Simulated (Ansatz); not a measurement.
Here is the system:

```xyz
4
Lattice="4.4157 0.0000 0.0000 0.0000 2.7439 0.0000 0.0000 0.0000 4.7920" Properties=species:S:1:pos:R:3 pbc="T T T"
Mo     1.1039     0.0000     3.9727
Mo     3.3118     0.0000     0.8193
Ir     1.1039     1.3720     1.5584
Ir     3.3118     1.3720     3.2336
```

These are PBEsol, DFPT electron-phonon coupling, linearised Boltzmann equation (plane waves, PAW, scalar-relativistic; Ansatz, an electronic-structure program) values and carry that method's errors. Cell: relaxed with this functional, without spin-orbit coupling.

Task: What phonon-limited resistivity does this give at 300 K?

Result: 9.6 (x), 10.0 (y), 10.5 (z) μΩ·cm.

Task: And the electrons' mean free path at that temperature?

Result: 7.8 (x), 7.3 (y), 8.6 (z) nm, weighted by the current that each state carries. Wires not much wider than this gain resistivity from their walls.

A metal at this level (no band gap). Only scattering by harmonic phonons is included (no impurities, grain boundaries, electron-electron scattering or thermal expansion). Spin-orbit coupling is left out, which matters with elements this heavy. Halving the electron mesh (20x32x20) moves the resistivity by up to 4 % at 300 K, the mean free path by up to 4 %. Smearing 0.20 eV; phonons on a 3x5x3 q mesh, which this run doesn't test.

Formula and space group known from diffraction (Crystallography Open Database), not checked to be the room-temperature form: MoIr (Pmma).
